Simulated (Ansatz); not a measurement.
Worked sum: formation energy of O_i in Ti (hcp, P6₃/mmc)

Subject: the formation energy of O_i in Ti (hcp, P6₃/mmc). Reaction: 1/2 TiO2 (rutile) + 107/2 Ti (hcp) → cell A.

A: a supercell of 54 sites of Ti (hcp, P6₃/mmc) with O off the lattice sites (6 Ti at 2.08 Å); spin state with PBE: run without spin.

Method: Ansatz (a quantum-chemistry and plane-wave program), PAW, neutral cells at 0 K with nuclei at rest, on structures from PBE. Ansatz runs with its default PAW set. Other levels take these structures. The lattices are those relaxed with PBE, so at other levels the solids can be strained, which adds to the spread. Larger cells are relaxed from a start prepared with the learned potential CHGNet, on a coarser mesh till forces fall under 0.03 eV/Å, which some starts already meet. A dispersion term (D3(BJ), or D4 for r2SCAN) was computed beside these levels and is taken off wherever the name lacks it. The PAW files were made for PBE and serve at the other functionals too. Space groups of crystals are read within 0.01 Å. Mesh and cell size may move defect energies by 0.1 eV or more. Cell A has symmetry P-3m1 within 0.02 Å and got no random move, so less symmetric positions, which may lie lower, weren't tried.

Total energies of the cells in eV, at zero smearing width. They compare only within one column; the weights balance every element.

```json
[
 {"cell": "A: Ti:O_i", "atoms": "55", "weight": "+1", "PBE": "-135552.45671", "r2SCAN+D4": "-135811.73221"},
 {"cell": "TiO2 (rutile)", "atoms": "6", "weight": "−1/4", "PBE": "-7277.30514", "r2SCAN+D4": "-7293.03452"},
 {"cell": "Ti (hcp)", "atoms": "54", "weight": "−107/108", "PBE": "-134981.94765", "r2SCAN+D4": "-135239.52948"}
]
```

PBE: (-135552.45671) − 1/4 × (-7277.30514) − 107/108 × (-134981.94765) = -1.016 eV.

r2SCAN+D4: (-135811.73221) − 1/4 × (-7293.03452) − 107/108 × (-135239.52948) = -1.162 eV.
